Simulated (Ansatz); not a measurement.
System: SiO₂ (Cmc2₁, No. 36, 36 atoms in the cell; start mp-556218; a measured phase of this formula has another space group). Method: LDA (Ansatz, an electronic-structure program, plane waves, PAW).

Run with plane-wave cutoff 520 eV, 4×4×6 k mesh (along the axes of the cell as run), Fermi–Dirac smearing 0.01 eV, scalar-relativistic PAW data made under PBE.

Cell (relaxed at this level):

```
CELL_PARAMETERS angstrom
      6.98633    -8.65238     0.00000
      6.98633     8.65238     0.00000
      0.00000     0.00000     5.03367
ATOMIC_POSITIONS crystal
  Si 0.41754 0.99479 0.77413
  Si 0.58246 0.00521 0.27413
  Si 0.00521 0.58246 0.77413
  Si 0.99479 0.41754 0.27413
  Si 0.27425 0.72575 0.84208
  Si 0.72575 0.27425 0.34208
  Si 0.24677 0.34390 0.27555
  Si 0.75323 0.65610 0.77555
  Si 0.65610 0.75323 0.27555
  Si 0.34390 0.24677 0.77555
  Si 0.37891 0.62109 0.34207
  Si 0.62109 0.37891 0.84207
  O  0.68634 0.12885 0.29468
  O  0.31366 0.87115 0.79468
  O  0.87115 0.31366 0.29468
  O  0.12885 0.68634 0.79468
  O  0.01021 0.47176 0.97699
  O  0.98979 0.52824 0.47699
  O  0.52824 0.98979 0.97699
  O  0.47176 0.01021 0.47699
  O  0.66078 0.52417 0.79435
  O  0.33922 0.47583 0.29435
  O  0.47583 0.33922 0.79435
  O  0.52417 0.66078 0.29435
  O  0.69386 0.30614 0.64253
  O  0.30614 0.69386 0.14253
  O  0.89117 0.64428 0.84386
  O  0.10883 0.35572 0.34386
  O  0.35572 0.10883 0.84386
  O  0.64428 0.89117 0.34386
  O  0.34709 0.65291 0.64257
  O  0.65291 0.34709 0.14257
  O  0.25064 0.28976 0.98079
  O  0.74936 0.71024 0.48079
  O  0.71024 0.74936 0.98079
  O  0.28976 0.25064 0.48079
```

**Question.** Give the computed band gap.

**Answer.** 
- band gap = 5.69 eV (on the SCF k mesh)

Note: the relaxation could not lower the start's symmetry, so the cell can be a saddle point above a distorted one.

Computed values are for the static lattice.

The result took about 60 core-minutes (a rough figure).

A start named mp-… is a Materials Project structure, which need not be a measured phase.
